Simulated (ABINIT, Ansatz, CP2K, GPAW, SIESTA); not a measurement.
Al2Au (Fm-3m, 3 atoms in the cell) computed with different codes at matched settings

Self-consistent single point.

```
Al2Au
1.0
    0.00000     3.02966     3.02966
    3.02966     0.00000     3.02966
    3.02966     3.02966     0.00000
Al Au
2 1
Direct
  0.25000   0.25000   0.25000
  0.75000   0.75000   0.75000
  0.00000   0.00000   0.00000
```

Shared settings, as Ansatz (a program for electronic structure) writes them: kpoints.mp_grid.grid = 6 6 6; scf.occupations.method = fermi_dirac; scf.occupations.width = 0.1 eV. Potentials and cutoffs stand in the table.

```csv
code,model,pressure (GPa),cutoff
SIESTA,"GGA PBEsol, numerical atomic orbitals DZP, PseudoDojo PBEsol standard norm-conserving potentials (rewritten from UPF to PSML)",-2.32,grid 400 Ry
CP2K,"PBEsol, GPW, DZVP-MOLOPT-SR-GTH basis, GTH-PBE potentials (GTH_POTENTIALS)",-0.08,grid 500 Ry
ABINIT,"PBEsol, PAW (JTH v2.0 PBE PAW, files made for PBE)",-2.78,52 Ry
Ansatz,"PBEsol, default PAW files made with PBE",-2.92,default
GPAW,"PBEsol, GPAW PAW datasets PBEsol (made by gpaw-setup)",-2.52,600 eV
```

On Ansatz's run: spin-orbit coupling is off.

The spread over the programs that give each value: pressure within 2.84 GPa.

SIESTA and CP2K use small atom-centred bases, whose incompleteness enters pressures, forces and empty levels differently from a plane-wave cutoff. Ansatz's pressure is given at a fixed set of plane waves, as the other plane-wave codes print theirs; with its correction for the finite basis it is -2.87 GPa. In the pressure, CP2K (by 2.70) lies more than 1 GPa from the median of the plane-wave programs.

The starting cell comes from a database of computed structures (which also holds hypothetical and non-ambient phases and stackings), without a prior relaxation at this level. Its lattice was rescaled by a random factor within 2.5 % of one.

Left out of this page: Elk and FLEUR (not drawn, or without a comparable value).

Keys are those of Ansatz 0.2.
